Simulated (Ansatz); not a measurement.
```xyz
9
Lattice="17.5000 0.0000 0.0000 0.0000 17.0000 0.0000 0.0000 0.0000 5.6751" Properties=species:S:1:pos:R:3 pbc="T T T"
Te     7.5187     6.5597     0.0170
Te     5.6620     7.6223     1.8899
Te     5.7036     5.6160     3.7677
Te    11.7741     6.5922    -0.0156
Te    10.0494     7.6919     1.9088
Te    10.0575     5.5528     3.7817
Te     9.6514    10.3950    -0.0015
Te     7.8933    11.3619     1.8764
Te     7.8032     9.3182     3.8009
```

All values below come from PBE+D3(BJ) (plane waves to 420 eV, PAW; Ansatz, an electronic-structure program). Mesh 1×1×6. No spin polarisation. One-dimensional cell, images about 11 Å apart. A hypothetical model. It keeps the symmetry and period of its start, so it need not be a minimum against all distortions. Values not marked SOC lack spin–orbit coupling.

Question: Tabulate the two highest filled and two lowest empty levels along the axis, from the valence top.

Answer: 
```
k (2π/c)  v2 (eV)  v1 (eV)  c1 (eV)  c2 (eV)
--------  -------  -------  -------  -------
0.000       -0.88    -0.26     1.46     1.50
0.042       -0.82    -0.28     1.45     1.47
0.083       -0.69    -0.30     1.40     1.50
0.125       -0.54    -0.35     1.35     1.54
0.167       -0.41    -0.39     1.30     1.60
0.208       -0.48    -0.25     1.27     1.58
0.250       -0.47    -0.13     1.24     1.54
0.292       -0.43    -0.04     1.24     1.50
0.333       -0.41     0.00     1.25     1.46
0.375       -0.40    -0.01     1.29     1.44
0.417       -0.40    -0.05     1.32     1.44
0.458       -0.41    -0.10     1.35     1.46
0.500       -0.45    -0.13     1.36     1.50
```
